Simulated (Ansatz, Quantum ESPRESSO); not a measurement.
One structure in several programs: KCoF3 (Pm-3m, 5 atoms in the cell)

Self-consistent single point.

```
KCoF3
1.0
    4.12988     0.00000     0.00000
    0.00000     4.12988     0.00000
    0.00000     0.00000     4.12988
K Co F
1 1 3
Direct
  0.00000   0.00000   0.00000
  0.50000   0.50000   0.50000
  0.50000   0.50000   0.00000
  0.00000   0.50000   0.50000
  0.50000   0.00000   0.50000
```
Moments meant for the start (each program seeds them in its own way; μB, in the order of the atoms K Co F F F): 0.0 3.0 0.0 0.0 0.0.

All programs got the same cell, k-point mesh and kind of occupations, and the same starting moments (in Ansatz's words: kpoints.mp_grid.grid = 8 8 8; magnetization.spin_polarized = true; scf.occupations.method = gaussian; scf.occupations.width = 0.05 eV); potentials, basis and cutoffs are each program's usual ones.

```
code                                                            model  pressure (GPa)  size of the net moment (μB/atom)  cutoff
----------------  ---------------------------------------------------  --------------  --------------------------------  ------
Ansatz                            LDA (PW92), PAW files made with PBE          -10.23                              0.60  420 eV
Quantum ESPRESSO  LDA (PZ), GBRV 1.5 ultrasoft (LDA) pseudopotentials           -9.89                              0.60   50 Ry
```

The spread over the programs that give each value: pressure within 0.34 GPa; size of the net moment within 0.00 μB/atom.

The starting cell comes from a database of computed structures (which also holds hypothetical and non-ambient phases and stackings), without a prior relaxation at this level. Its lattice was rescaled by a random factor within 2.5 % of one. On Ansatz's run: With one magnetic atom in the cell only a parallel order is possible. With a pressure of about -10 GPa the cell is away from its equilibrium volume at this level.

Q: Why do the programs differ, and what cannot be compared?

A: Differences of this kind can come from the potentials, where these differ, and from what each basis and cutoff leave unconverged. The zero of total energies and Fermi levels follows the potentials and each program's conventions, so they are not compared here. Ansatz's pressure is given at a fixed set of plane waves, as the other plane-wave codes print theirs; with its correction for the finite basis it is -9.73 GPa (the shift of 0.50 GPa shows how far the cutoff is from converged). The same LDA comes in different parametrisations, which differ slightly. Site moments depend on each program's spheres or projections; the total moment of the cell does not.

Ansatz is an electronic-structure program.

Keys are those of Ansatz 0.2.
